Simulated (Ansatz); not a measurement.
Take Sn (space group I4_1/amd, No. 141; a = 5.950 Å, c = 3.214 Å; relaxed with 0.1 eV smearing) as the base. Axes: x, y, z lie along a, b, c of the conventional cell.

(Cell as relaxed with PBE.)

Levels (all Ansatz, a first-principles code, PAW, earlier PAW set): PBE (420 eV, spin-orbit coupling left out); r2SCAN (500 eV, no spin-orbit coupling).

Each level relaxes its own structure.

```json
[
 {"base": "volume per atom", "PBE": "28.44 Å³", "r2SCAN": "27.63 Å³"},
 {"base": "lattice parameter a", "PBE": "5.950 Å", "r2SCAN": "5.888 Å"},
 {"base": "band gap", "PBE": "zero", "r2SCAN": "zero"}
]
```

Modification: biaxial strain −0.69 %, plane normal [001], relaxed out of plane (Cartesian); in-plane vectors clamped, the third vector and the atoms free.

| quantity | PBE | r2SCAN |
|---|---|---|
| out-of-plane strain | +0.38 % | (withheld) |
| mean in-plane stress (compression positive) | +0.7 GPa | (withheld) |
| energy relative to the base (free energy F) | +0.8 meV/atom | (withheld) |

Problem. Predict the r2SCAN column.

Solution. 
- out-of-plane strain, r2SCAN: +0.30 %
- mean in-plane stress (compression positive), r2SCAN: +0.8 GPa
- energy relative to the base (free energy F), r2SCAN: +0.9 meV/atom

PBE's out-of-plane strain lies 0.08 % above r2SCAN's; PBE's in-plane stress lies 0.1 GPa below r2SCAN's. Neither level is exact; r2SCAN is the comparison here, not a measurement.

A biaxial case was relaxed in a doubled cell and then solved in the primitive one. Stability against distortions was not tested.
